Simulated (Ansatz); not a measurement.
## C (model structure, started from the Si type, Ia-3, No. 206, 8 atoms in the cell)

These are r²SCAN in Ansatz (PAW) values and carry that method's errors.

Run with plane-wave cutoff 560 eV, 18×18×18 k mesh, Fermi–Dirac smearing 0.05 eV, scalar-relativistic PAW data made under PBE.

Cell (relaxed with PBE-D3(BJ)):

C is modelled in the cubic space group Ia-3 (No. 206), Pearson symbol cI16. Conventional cell: a = b = c = 4.455 Å, α = β = γ = 90.00°. C on 16c sees 1 C at 1.452 Å and 3 C at 1.622 Å (tetrahedral). (Neighbours: up to the widest gap in distance over summed covalent radii, below 1.35, at either atom.)
(The calculation used a cell of 8 atoms; values per cell refer to that cell.)

- band gap = 2.60 eV (on the SCF k mesh)
- direct gap at Γ = 7.85 eV

Note: the relaxation could raise the start's symmetry but not lower it, so the cell can be a saddle point; cell and atoms aren't relaxed at this level (largest force component 0.14 eV/Å, pressure 3.0 GPa).

Computed values are for the static lattice.

Cost on a shared machine: roughly 30 core-seconds.

A model structure was made by putting elements into a prototype or built by hand; it is no filed structure, need not be a known phase, and can be a saddle point held by its symmetry.

Ansatz is a quantum-chemistry and plane-wave program.
